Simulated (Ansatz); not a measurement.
## Pressure series in Nb

Take Nb in the bcc (W type) structure (space group Im-3m, No. 229; a = 3.271 Å) as the base.

Cell and atoms are relaxed at each pressure.

All numbers come from PBEsol (Ansatz, a program for electronic structure, PAW, spin-orbit coupling left out).

Two rows of this table had their results exchanged by mistake.

```csv
pressure,volume per atom (Å³),shortest distance (Å),band gap
pressure −2 GPa,17.70,2.844,zero
pressure −1 GPa,17.60,2.838,zero
pressure 3 GPa,17.23,2.818,zero
pressure 7 GPa,15.39,2.714,zero
pressure 15 GPa,16.29,2.766,zero
pressure 30 GPa,16.89,2.799,zero
pressure 50 GPa,14.44,2.657,zero
pressure 75 GPa,13.49,2.597,zero
pressure 100 GPa,12.77,2.551,zero
```

Task: Which two?

Result: The rows for pressure 7 GPa and pressure 30 GPa: the volume has to fall steadily with pressure, so 16.89 Å³ belongs to pressure 7 GPa and 15.39 Å³ to pressure 30 GPa.

Load acts through the strain it causes; cell and atoms are relaxed under it. No phonon test of stability was made. Competing high-pressure phases were not computed. The final runs are not spin-polarised.
